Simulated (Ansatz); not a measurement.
Take La2O3 (space group P-3m1, No. 164; a = 3.940 Å, c = 6.188 Å) as the base.

Levels (all Ansatz, a program for electronic structure, PAW): PBE (420 eV, no spin-orbit coupling); HSE06 (420 eV, spin-orbit coupling left out).

The geometry is relaxed with PBE.

| Item | Result |
|---|---|
| PBE band gap | 3.83 eV |

**Question.** Predict the band gap from HSE06.

**Answer.** The band gap increases by 1.46 eV to 5.29 eV.

Single points use the geometry relaxed with PBE. HSE06 gaps are upper bounds (no full band path). Stability against distortions was not tested.
